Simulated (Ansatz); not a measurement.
Consider Mg2Ge in the anti-fluorite structure (space group Fm-3m, No. 225).

```
Mg2Ge
1.0
    0.00000     3.14325     3.14325
    3.14325     0.00000     3.14325
    3.14325     3.14325     0.00000
Mg Ge
2 1
Direct
  0.25000   0.25000   0.25000
  0.75000   0.75000   0.75000
  0.00000   0.00000   0.00000
```

Cartesian axes are those of the cell as printed.

Calculations: LDA in Ansatz (plane waves to 420 eV, PAW, scalar-relativistic without spin-orbit coupling).

Base values:

```
Quantity   Result
--------  -------
Band gap  0.10 eV
```

Now apply this change: tensor shear ε_xy = +0.86 % (engineering shear γ = 0.0172), atoms relaxed at fixed cell.

**Question.** Estimate the effect on the band gap.

**Answer.** The band gap goes from 0.10 eV to zero.

**Question.** Estimate the effect on the energy relative to the base.

**Answer.** The energy increases by 0.9 meV/atom.

The cells carry an imposed strain or load. No phonon test of stability was made. The final runs are not spin-polarised. Gaps under 0.05 eV, about the width of the smearing, are given as zero. The zero or small gap of Mg2Ge can change with the level of theory.

Ansatz is a program for electronic structure.
